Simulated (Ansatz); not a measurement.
Base system: BN in the zinc blende structure (space group F-43m, No. 216; a = 3.6051 Å). Axes: x, y, z lie along the cube axes.

Computed with PBEsol/PAW in Ansatz (an electronic-structure program), no spin-orbit coupling, earlier PAW set.

Base values:

- Valence-band top at Γ = 0.00, 0.00, 0.00 eV
- Valley order = X along ⟨100⟩ 4.29 eV

Modification: the cell is stretched by 3.43 % along x with no lateral relaxation; the atoms relax in the strained cell.

Problem. What happens to the valence-band top at Γ, stress and valley order?

Solution. The valence-band top at Γ (three highest levels, from the VBM) goes from 0.00, 0.00, 0.00 eV to 0.00, 0.00, -0.35 eV; the stress (xx, yy, zz, yz, xz, xy; compression positive) is (-26.15, -5.24, -5.24, 0.00, 0.00, 0.00) GPa; the valley order (the lowest conduction-band minima on the path, energy above the VBM, named in the base's zone) becomes X along [001] 3.96 eV; X along [100] 4.53 eV (base: X along ⟨100⟩ 4.29 eV).

The levels and masses belong to the bands next to the band gap. Stability against distortions was not tested.
